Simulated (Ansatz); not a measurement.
# What pressure 30 GPa does to BeS

Take BeS in the zinc blende structure (space group F-43m, No. 216; a = 4.869 Å) as the base.

It is then changed as follows: a hydrostatic pressure of 30 GPa.

Level of theory: Ansatz (an electronic-structure program), r2SCAN, PAW, cutoff 500 eV, spin-orbit coupling left out. Γ-centred 12×12×12 mesh, Fermi–Dirac width 0.05 eV.

```json
[
 {"quantity": "volume per atom", "base": "14.43 Å³", "changed": "11.71 Å³", "shift": "-2.72 Å³"},
 {"quantity": "density", "base": "2.36 g/cm³", "changed": "2.91 g/cm³", "shift": "+0.55 g/cm³"},
 {"quantity": "shortest interatomic distance", "base": "2.108 Å", "changed": "1.966 Å", "shift": "-0.142 Å"},
 {"quantity": "enthalpy H = E + PV relative to the base's energy", "base": "–", "changed": "+2.41 eV/atom", "shift": "–"},
 {"quantity": "band gap", "base": "3.59 eV", "changed": "3.02 eV", "shift": "-0.57 eV"},
 {"quantity": "gap character", "base": "indirect, Γ → X", "changed": "indirect, Γ → X", "shift": "–"},
 {"quantity": "smallest direct gap", "base": "6.22 eV", "changed": "6.00 eV", "shift": "-0.22 eV"},
 {"quantity": "width of the top valence band", "base": "3.35 eV", "changed": "4.51 eV", "shift": "+1.16 eV"},
 {"quantity": "electron mass", "base": "0.79 mₑ along k, 0.29 mₑ across (at X)", "changed": "0.74 mₑ along k, 0.26 mₑ across (at X)", "shift": "–"},
 {"quantity": "hole mass (degenerate bands, along [100])", "base": "0.34, 0.57, 0.57 mₑ (at Γ)", "changed": "0.37, 0.44, 0.44 mₑ (at Γ)", "shift": "–"}
]
```

Load acts through the strain it causes; cell and atoms are relaxed under it. Masses are band curvatures over ±0.01 Å⁻¹ around the edge. Along k means along the line from Γ to the band edge. Stability against distortions was not tested. No other phases were tried under pressure.
